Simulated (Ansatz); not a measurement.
Structure of amorphous silicon carbide (Si$_{24}$C$_{40}$) (periodic cell):

```yaml
crystal:
  lattice:
    - [8.82837, 0.03667, 0.01492]
    - [0.03667, 8.96053, 0.03129]
    - [0.01492, 0.03129, 8.72375]
  atoms:
    - { symbol: Si, position: [0.38712, 0.44342, 0.55166] }
    - { symbol: Si, position: [0.74185, 0.64327, 0.20951] }
    - { symbol: Si, position: [0.64702, 0.37178, 0.15843] }
    - { symbol: Si, position: [0.94864, 0.65518, 0.75353] }
    - { symbol: Si, position: [0.09600, 0.86397, 0.68744] }
    - { symbol: Si, position: [0.90073, 0.40487, 0.41634] }
    - { symbol: Si, position: [0.21262, 0.18433, 0.58275] }
    - { symbol: Si, position: [0.34354, 0.71012, 0.64702] }
    - { symbol: Si, position: [0.94602, 0.93932, 0.28086] }
    - { symbol: Si, position: [0.98906, 0.46622, 0.06491] }
    - { symbol: Si, position: [0.49914, 0.16364, 0.22561] }
    - { symbol: Si, position: [0.25913, 0.33296, 0.95655] }
    - { symbol: Si, position: [0.20776, 0.90659, 0.32305] }
    - { symbol: Si, position: [0.02095, 0.10365, 0.95988] }
    - { symbol: Si, position: [0.74623, 0.07279, 0.50526] }
    - { symbol: Si, position: [0.42604, 0.65363, 0.23182] }
    - { symbol: Si, position: [0.84279, 0.81113, 0.03599] }
    - { symbol: Si, position: [0.68085, 0.08017, 0.04487] }
    - { symbol: Si, position: [0.52727, 0.54372, 0.89392] }
    - { symbol: Si, position: [0.50218, 0.26043, 0.69501] }
    - { symbol: Si, position: [0.80059, 0.36733, 0.69207] }
    - { symbol: Si, position: [0.24962, 0.06018, 0.09926] }
    - { symbol: Si, position: [0.78848, 0.93672, 0.73078] }
    - { symbol: Si, position: [0.20311, 0.69193, 0.97219] }
    - { symbol: C, position: [0.21954, 0.36284, 0.44880] }
    - { symbol: C, position: [0.04307, 0.31431, 0.92631] }
    - { symbol: C, position: [0.75230, 0.65979, 0.54972] }
    - { symbol: C, position: [0.83712, 0.45026, 0.21739] }
    - { symbol: C, position: [0.18180, 0.77402, 0.50413] }
    - { symbol: C, position: [0.39775, 0.91577, 0.85922] }
    - { symbol: C, position: [0.53853, 0.84941, 0.85771] }
    - { symbol: C, position: [0.35438, 0.06408, 0.90529] }
    - { symbol: C, position: [0.63685, 0.35578, 0.83338] }
    - { symbol: C, position: [0.33435, 0.19283, 0.81013] }
    - { symbol: C, position: [0.98691, 0.65872, 0.96507] }
    - { symbol: C, position: [0.55162, 0.71741, 0.38620] }
    - { symbol: C, position: [0.44790, 0.09393, 0.42562] }
    - { symbol: C, position: [0.14891, 0.61863, 0.27810] }
    - { symbol: C, position: [0.71251, 0.75196, 0.41255] }
    - { symbol: C, position: [0.56598, 0.71103, 0.76519] }
    - { symbol: C, position: [0.88461, 0.01808, 0.09865] }
    - { symbol: C, position: [0.22306, 0.35452, 0.27464] }
    - { symbol: C, position: [0.30199, 0.25648, 0.16060] }
    - { symbol: C, position: [0.73551, 0.72869, 0.70111] }
    - { symbol: C, position: [0.55765, 0.14241, 0.53463] }
    - { symbol: C, position: [0.65768, 0.27087, 0.97459] }
    - { symbol: C, position: [0.67671, 0.91784, 0.91579] }
    - { symbol: C, position: [0.14698, 0.47400, 0.20430] }
    - { symbol: C, position: [0.25892, 0.52252, 0.71647] }
    - { symbol: C, position: [0.30080, 0.04973, 0.45243] }
    - { symbol: C, position: [0.08920, 0.48012, 0.50167] }
    - { symbol: C, position: [0.00809, 0.34240, 0.75654] }
    - { symbol: C, position: [0.23677, 0.73107, 0.18673] }
    - { symbol: C, position: [0.78466, 0.90224, 0.40043] }
    - { symbol: C, position: [0.31162, 0.52161, 0.88544] }
    - { symbol: C, position: [0.45872, 0.60153, 0.43472] }
    - { symbol: C, position: [0.08683, 0.48709, 0.67862] }
    - { symbol: C, position: [0.01329, 0.18953, 0.65530] }
    - { symbol: C, position: [0.98563, 0.04331, 0.75110] }
    - { symbol: C, position: [0.77839, 0.51157, 0.54413] }
    - { symbol: C, position: [0.88376, 0.22402, 0.53748] }
    - { symbol: C, position: [0.12365, 0.63359, 0.43253] }
    - { symbol: C, position: [0.26552, 0.82641, 0.81326] }
    - { symbol: C, position: [0.56709, 0.56401, 0.10557] }
```

Method: PBE, scalar-relativistic without spin-orbit coupling (plane waves to 420 eV, PAW; Ansatz, a first-principles code). Neutral PBE cell, which sets geometry, pressure and energy: sampling: a 2×2×2 Γ-centred mesh; Fermi-Dirac width 0.05 eV; no spin polarisation.

The cell was made by melting and quenching with the CHGNet potential and then relaxed with DFT. The hot cell started wider than the set density and was brought back towards it in steps. It is the lowest in DFT energy of 2 quenches. It is a model cell: composition and starting density were chosen by hand, and all elements were melted together. No dispersion term was used. A short ab initio anneal came between quench and relaxation. Its density started from a set value of 2.78 and ended at 2.78 g/cm³. The quench (nominally 430 K/ps over its main leg) was far faster than any real one, so the model tends to hold more defects than a real film. One small periodic cell is one sample of the glass; other quenches scatter about these values. The volume was held where the preparation left it and the shape relaxed.

Give the pressure, the energy against reference phases and the spacing of the highest filled and lowest empty levels.


The pressure on a 2×2×2 Γ-centred mesh is 2.55 GPa. The largest force and stress component on that mesh (the relaxation ran on one k-point at (1/4, 1/4, 1/4)) comes out as 0.20 eV/Å and 2.8 GPa. The energy relative to 6H silicon carbide + graphite (lowest mix at this level among the phases computed, not always the ambient ones) is 0.700 eV/atom and the gap on a 2×2×2 Γ-centred mesh (PBE) is within the smearing (under twice its width).

At PBE and the zone centre, how localised are the states just below and above the Fermi level (participation number: the atoms over which a state spreads)?

The highest filled state is spread over 22.8 atoms' worth, largest on C46, with weights by element (charge in smoothed Voronoi cells) C 0.69, Si 0.31. The lowest empty state is spread over 27.9 atoms' worth, largest on C54, with weights by element (charge in smoothed Voronoi cells) C 0.65, Si 0.35.

The levels at the Fermi energy are partly filled. A closed spacing in one fast-quenched cell at PBE doesn't show the material to be a metal.

Cut-offs for bonds: Si-Si 2.50 Å, Si-C 2.18 Å, C-C 1.80 Å.

A PBE run started with 1 μB on atoms that lack a bond or may hold spare charge lost its moments; other starts weren't tried.
